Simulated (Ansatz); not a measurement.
Output of an Ansatz run (abridged):

```
WARN ansatz: RAYON_NUM_THREADS=1 ignored (pool sized by the plan → 1); use --threads N
Pseudopotentials: kind: paw
Pseudopotential: Lu, paw, valence charge 25
Pseudopotential: Au, paw, valence charge 19
Crystal: 2 atoms, lattice volume = 43.396 Å³
Basis set: ecut = 420 eV, 847 PW (Γ), exchange–correlation on 48×48×48 points (8 copies of the dense FFT grid, shifted against one another)
Bands: 27, of which v1, the nominal top of the filled ones, is band 22 counted from 1 (21 counted from 0)
Symmetry: 8 space group operations
Space group: P4mm (ITA 99), of the structure as read, at distance tolerance 3.5e-5 Å
k-points: 75 of 729 (time reversal used)
PAW frozen core: Lu, regenerated for the run's functional, and the local potential with it
PAW frozen core: Au, regenerated for the run's functional, and the local potential with it
Initial density: superposition of atomic densities (neutral atoms: chi_scale 0, normalization atom), corrected by the library's trained network
Initial wavefunctions: pseudopotential atomic-orbital guess
Eigensolver: davidson
Functional: x = pbesol(κ = 0.804, μ = 0.12345679012345678), c = pbesol(β = 0.046)
SCF iter   1: F=—  HF=-27620.322043 eV  |F-HF|=—  |Δ(HF+E_count)|=         —  Δρ=5.05e-3  dr2=1.38e-2  ethr=1.77e-3  ⟨swp⟩=5.3  Hψ=10251  notcnv=0
all-band conjugate gradients solve this SCF's bands
preconditioner: auto → Kerker (q_TF=auto, 2.735 Å⁻¹)
SCF iter   2: F=—  HF=-27620.317562 eV  |F-HF|=—  |Δ(HF+E_count)|=   4.48e-3  Δρ=1.90e-3  dr2=1.66e-3  ethr=3.13e-5  ⟨swp⟩=2.2  Hψ=4285  notcnv=0
SCF iter   3: F=—  HF=-27620.317316 eV  |F-HF|=—  |Δ(HF+E_count)|=   2.47e-4  Δρ=9.55e-4  dr2=3.71e-4  ethr=3.76e-6  ⟨swp⟩=2.8  Hψ=4306  notcnv=0
SCF iter   4: F=—  HF=-27620.317141 eV  |F-HF|=—  |Δ(HF+E_count)|=   1.75e-4  Δρ=6.08e-4  dr2=1.09e-4  ethr=8.44e-7  ⟨swp⟩=3.5  Hψ=4511  notcnv=0
SCF iter   5: F=—  HF=-27620.317120 eV  |F-HF|=—  |Δ(HF+E_count)|=   2.09e-5  Δρ=1.65e-4  dr2=1.46e-5  ethr=2.47e-7  ⟨swp⟩=2.3  Hψ=3674  notcnv=0
SCF iter   6: F=—  HF=-27620.317102 eV  |F-HF|=—  |Δ(HF+E_count)|=   1.84e-5  Δρ=6.25e-5  dr2=1.29e-6  ethr=3.32e-8  ⟨swp⟩=2.4  Hψ=4078  notcnv=0
SCF iter   7: F=-27620.317102 eV  HF=-27620.317102 eV  |F-HF|=5.93e-8  |Δ(HF+E_count)|=   1.28e-7  Δρ=1.68e-5  dr2=7.72e-8  ethr=2.27e-10  ⟨swp⟩=8.0  Hψ=14721  notcnv=0
SCF 1 converged in 7 iterations: F = -27620.317102 eV  dr2 = 7.72e-8
SCF converged after 7 iterations
Free energy (F): -27620.317102 eV
Harris-Foulkes:  -27620.317102 eV  (|F-HF|=5.93e-8)
Internal energy: -27620.285943 eV  (E = F + TS)
E sigma→0 (E₀):  -27620.301522 eV
Entropy (-TS):   -0.031159 eV (-15.579 meV/atom)
Fermi energy:    17.629307 eV
--- Per-component energies (eV) ---
  E_band       = -193.345550
  E_kinetic    = 1022.521854
  E_local      = -8164.227749  (includes V_loc(G=0)·N_el)
  E_nonlocal   = 656.355626
  E_hartree    = 3419.024439
  E_xc         = -444.085776
  E_vxc        = -533.437130  (∫ρ·V_xc dr)
  E_paw        = -16819.605794  (= ΣΔE_a)
  E_vpaw       = -12.588278  (= ΣTr[D̂ρ^β])
  E_aug_tail   = 0.001391  (compensation charges beyond the density's cutoff)
  E_ewald      = -7291.771581
  E_core_change = 1.501647  (= ΣΔE_core)
  E_smearing   = -0.031159  (= −TS)
  E_closure    = 0.000000  (closes the sum)
  Σ components = -27620.317102   (vs F -27620.317102, Δ=0.00e0)
--- Forces (eV/Å), atoms counted from 1 ---
  atom   1  Lu     0.00000000     0.00000000    -0.11368360
  atom   2  Au    -0.00000000     0.00000000     0.11368453
  max |Σ_I F_I| component: 9.28e-7 eV/Å
--- Stress (GPa, compression-positive) ---
       -3.031064       0.000000      -0.000000
        0.000000      -3.031064       0.000000
       -0.000000       0.000000      -3.051905
  P = ⅓ Tr σ = -3.0380 GPa (-30.380 kbar)
  The stress holds the Pulay correction. Without it, at fixed plane waves, as pw.x and ABINIT print it: P = -3.0898 GPa
--- Band table (eV; the first three rows and the last of 75) ---
  k-point 0: bands = ["-88.6026", "-39.9538", "-39.9538", "-39.9531", "-38.9130", "-9.4961", "-9.4958", "-9.4958", "9.3077", "11.8574", "11.8631", "12.3375", "12.3375", "12.3395", "12.3441", "12.3441", "12.3446", "12.3687", "13.1798", "13.1834", [...]
  k-point 1: bands = ["-88.6026", "-39.9546", "-39.9537", "-39.9537", "-38.9116", "-9.5255", "-9.4940", "-9.4940", "9.5195", "11.8730", "11.9641", "12.3274", "12.3274", "12.3412", "12.3447", "12.3447", "12.3495", "12.3744", "13.1728", "13.1728", [...]
  k-point 2: bands = ["-88.6025", "-39.9583", "-39.9535", "-39.9535", "-38.9081", "-9.5992", "-9.4893", "-9.4893", "10.1246", "11.9049", "12.2193", "12.2927", "12.2927", "12.3071", "12.3497", "12.3542", "12.3542", "12.4770", "13.1491", "13.1491", [...]
  k-point 74: bands = ["-88.6022", "-39.9612", "-39.9612", "-39.9605", "-38.8902", "-9.6771", "-9.6769", "-9.6767", "12.2863", "12.3254", "12.3323", "12.3324", "12.3684", "12.3684", "12.3717", "12.3888", "12.4567", "12.4577", "13.8269", "13.8277", [...]
```

The structure:

```xyz
2
Lattice="3.5141 0.0000 0.0000 0.0000 3.5141 0.0000 0.0000 0.0000 3.5141" Properties=species:S:1:pos:R:3 pbc="T T T"
Lu     1.7571     1.7571     1.8071
Au     0.0000     0.0000     0.0000
```

Problem. What input produced this log?

Solution. Other spellings and defaults could give the same log, and not every line can be read from it. The input that was run (DFT, PBEsol, plane waves, default PAW files made with PBE):

Ansatz 0.2 input:
```yaml
# LuAu
crystal:
  lattice:
    - [3.51413300, 0.00000000, 0.00000000]
    - [0.00000000, 3.51413300, 0.00000000]
    - [0.00000000, 0.00000000, 3.51413300]
  atoms:
    - { symbol: Lu, position_ang: [1.75706650, 1.75706650, 1.80706558] }
    - { symbol: Au, position_ang: [0.00000000, 0.00000000, 0.00000000] }
basis:
  ecutwfc: 420.0
kpoints:
  mp_grid: { grid: [9, 9, 9] }
hamiltonian:
  xc: pbesol
  pseudopotentials: { kind: paw }
scf:
  occupations: { method: fermi_dirac, width: 0.1 }
output:
  forces: true
  eigenvalues: true
  stress: true
```

The starting cell comes from a database of computed structures (which also holds hypothetical and non-ambient phases and stackings), without a prior relaxation at this level. Its lattice was rescaled by up to half a per cent. One atom was moved a little off its site on purpose. Spin-orbit coupling is off. With a pressure of about -3 GPa the cell is away from its equilibrium volume at this level. Ansatz's pressure includes its estimate of the finite-basis (Pulay) stress.

Ansatz is a quantum-chemistry and plane-wave program.
